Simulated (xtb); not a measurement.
xtb 6.7.1, GFN1-xTB: CSc1cc2cc3sc(-c4sc(C(F)(F)F)cc4C)cc3cc2s1, 35 atoms. The geometry is a generated start, not checked to be a minimum at this level.

| Quantity | Result |
|---|---|
| method | GFN1-xTB |
| --acc | 1 (default) |
| --etemp (K) | 300 (default) |
| detailed input (--input) | none: ANC optimiser, Lindh (1995) Hessian, microcycle=20, maxdispl=1.0, hlow=0.01 (default) |
| basis functions | 142 |
| valence electrons | 124 |

The structure is relaxed from this start with --opt LEVEL for the levels crude, sloppy, loose, lax, normal, tight, vtight, extreme, once each. Up to the end of the extreme run atoms move by at most 1.9 Å along an axis.

### Question
Which level is enough to come within 5 meV of the tightest end point?

### Answer
loose: 38 cycles against 65, ending 2.5 meV above.

```json
[
 {"level": "crude", "cycles": "4", "energy above the extreme run (meV)": "210", "gradient norm (eV/Å)": "0.42"},
 {"level": "sloppy", "cycles": "17", "energy above the extreme run (meV)": "44", "gradient norm (eV/Å)": "0.29"},
 {"level": "loose", "cycles": "38", "energy above the extreme run (meV)": "2.5", "gradient norm (eV/Å)": "0.15"},
 {"level": "lax", "cycles": "40", "energy above the extreme run (meV)": "1.2", "gradient norm (eV/Å)": "0.096"},
 {"level": "normal", "cycles": "44", "energy above the extreme run (meV)": "0.59", "gradient norm (eV/Å)": "0.016"},
 {"level": "tight", "cycles": "50", "energy above the extreme run (meV)": "0.22", "gradient norm (eV/Å)": "0.0075"},
 {"level": "vtight", "cycles": "59", "energy above the extreme run (meV)": "0.019", "gradient norm (eV/Å)": "0.0077"},
 {"level": "extreme", "cycles": "65", "energy above the extreme run (meV)": "—", "gradient norm (eV/Å)": "0.0013"}
]
```
